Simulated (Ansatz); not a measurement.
Given:

```xyz
3
Lattice="3.6985 0.0000 0.0000 -1.8492 3.2030 0.0000 0.0000 0.0000 6.6358" Properties=species:S:1:pos:R:3 pbc="T T T"
Ti     0.0000     0.0000     0.0000
Te     0.0000     2.1353     1.7487
Te     1.8492     1.0677     4.8872
```

No spin polarisation.

Computed with Kohn–Sham DFT with the PBE-D3(BJ) functional, run in Ansatz (a quantum-chemistry and plane-wave program) with PAW and 420 eV plane waves, no spin-orbit coupling, earlier PAW set. Settings: 18×18×9 k-points, 0.1 eV Fermi–Dirac smearing.

Q: Predict the stress and space group.

A: The stress (xx, yy, zz, yz, xz, xy; compression positive) is (-0.7, -0.7, -1.7, 0.0, 0.0, 0.0) GPa and the space group comes out as P-3m1 (No. 164).

The cells carry an imposed strain or load. Stability against distortions was not tested. All final runs are without spin polarisation. The cell was made from TiTe2 in the CdI2 type structure (space group P-3m1, No. 164; layered, stacked along the Cartesian z axis) by this change: uniaxial strain ε_zz = +3.95 %.
